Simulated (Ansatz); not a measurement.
Ansatz (a quantum-chemistry and plane-wave program) run on Li3W (I4/mmm, 4 atoms in the cell): self-consistent single point.

Method: LDA (PW92), default PAW files made with PBE (plane waves; Ansatz).

```
Li3W
1.0
   -1.85548     1.85548     4.13298
    1.85548    -1.85548     4.13298
    1.85548     1.85548    -4.13298
Li W
3 1
Direct
  0.50000   0.50000   0.00000
  0.75000   0.25000   0.50000
  0.25000   0.75000   0.50000
  0.00000   0.00000   0.00000
```

Reference input (self-consistent single point, DFT, LDA (PW92), plane waves, default PAW files made with PBE): basis.ecutwfc = 420 eV; kpoints.mp_grid.grid = 12 12 12; kpoints.mp_grid.shift = 0.5 0.5 0.5; hamiltonian.xc = lda; hamiltonian.pseudopotentials = {kind: paw} (the program's default PAW files); scf.occupations.method = fermi_dirac; scf.occupations.width = 0.1 eV. This run's input differs from it in these lines:

Ansatz 0.2 input:
```diff
@@ -18,3 +18,3 @@
 scf:
-  occupations: { method: fermi_dirac, width: 0.1 }
+  occupations: { method: methfessel_paxton, width: 0.2 }
 output:
```

Output (repeated stretches shortened):

```
SCF iter   1: F=—  HF=-10730.478630 eV  |F-HF|=—  |Δ(HF+E_count)|=         —  Δρ=2.14e-2  dr2=3.76e-1  ethr=1.77e-3  ⟨swp⟩=4.7  Hψ=11196  notcnv=0
all-band conjugate gradients solve this SCF's bands
preconditioner: auto → Kerker (q_TF=auto, 2.346 Å⁻¹)
SCF iter   2: F=—  HF=-10730.394538 eV  |F-HF|=—  |Δ(HF+E_count)|=   8.41e-2  S|Δr|=    0.00e0  Δρ=7.41e-3  dr2=2.06e-2  ethr=1.63e-3  ⟨swp⟩=1.3  Hψ=3875  notcnv=0
   [... lines left out ...]
SCF iter   5: F=—  HF=-10730.388275 eV  |F-HF|=—  |Δ(HF+E_count)|=   3.05e-5  S|Δr|=    0.00e0  Δρ=1.65e-4  dr2=1.52e-5  ethr=9.63e-7  ⟨swp⟩=1.4  Hψ=2647  notcnv=0
SCF iter   6: F=—  HF=-10730.388272 eV  |F-HF|=—  |Δ(HF+E_count)|=   2.48e-6  S|Δr|=    0.00e0  Δρ=3.37e-5  dr2=6.61e-7  ethr=6.61e-8  ⟨swp⟩=1.9  Hψ=2946  notcnv=0
SCF iter   7: F=-10730.388272 eV  HF=-10730.388272 eV  |F-HF|=6.40e-9  |Δ(HF+E_count)|=   3.51e-8  S|Δr|=    0.00e0  Δρ=5.68e-6  dr2=2.02e-8  ethr=4.35e-10  ⟨swp⟩=5.4  Hψ=9512  notcnv=0
SCF 1 converged in 7 iterations: F = -10730.388272 eV  dr2 = 2.02e-8
Stability not checked (fill_not_monotonic)
Free energy (F): -10730.388272 eV
Internal energy: -10730.382129 eV  (E = F + TS)
E sigma→0 (E₀):  -10730.386736 eV
Entropy (-TS):   -0.006143 eV (-1.536 meV/atom)
Fermi energy:    7.117614 eV
--- Forces (eV/Å), atoms counted from 1 ---
  atom   1  Li     0.00000000     0.00000000     0.00000000
   [... zero for the other atoms too ...]
--- Stress (GPa, compression-positive) ---
       -2.966685       0.000000      -0.000000
        0.000000      -2.966685       0.000000
        0.000000       0.000000       0.441158
  P = ⅓ Tr σ = -1.8307 GPa (-18.307 kbar)
  The stress holds the Pulay correction. Without it, at fixed plane waves, as pw.x and ABINIT print it: P = -1.8403 GPa
```

The run converged in 7 iterations. Against the reference run the free energy rises by 24.8 meV/atom and the pressure goes from -1.47 to -1.83 GPa.

The starting cell was generated: these elements placed on a structure prototype, without a prior relaxation; it need not be a known phase or ordering of this composition. Spin polarisation is off. Ansatz's pressure includes its estimate of the finite-basis (Pulay) stress.
